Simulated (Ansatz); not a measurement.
# Hypothetical rock salt BAs under a change: uniaxial stress, 2 GPa compression along x

The reference is BAs in the rock salt structure (space group Fm-3m, No. 225; a = 4.569 Å; a hypothetical phase, not in the database extracts checked; relaxed with 0.1 eV smearing). Axes: x, y, z lie along the cube axes.

Modification: uniaxial stress, 2 GPa compression along x, with the cell and atoms free to relax against it.

Level of theory: Ansatz (a quantum-chemistry and plane-wave program) PBEsol, no spin-orbit coupling. Settings: 22×22×22 k-points, 0.1 eV Fermi–Dirac smearing.

| quantity | base | changed | shift |
|---|---|---|---|
| volume per atom | 11.92 Å³ | 11.87 Å³ | -0.05 Å³ |
| space group | Fm-3m (No. 225) | I4/mmm (No. 139) | – |
| shortest interatomic distance | 2.284 Å | 2.261 Å | -0.0238 Å |
| energy relative to the base (free energy F) | 0 meV/atom | +0.7 meV/atom | +0.7 meV/atom |
| band gap | zero | zero | – |
| strain response (xx, yy, zz) | – | (−1.04, +0.30, +0.30) % | – |
| secant Young's modulus along x | – | 190 GPa | – |
| mean lateral Poisson ratio | – | 0.29 | – |

Final structure:

```
BAs
1.0
    0.00000     2.29130     2.29130
    2.26054     0.00000     2.29130
    2.26054     2.29130     0.00000
As B
1 1
Cartesian
  0.00000   0.00000   0.00000
  2.26054   2.29130   2.29130
```

Beyond what the load breaks, stability against distortions was not tested. All final runs are without spin polarisation.
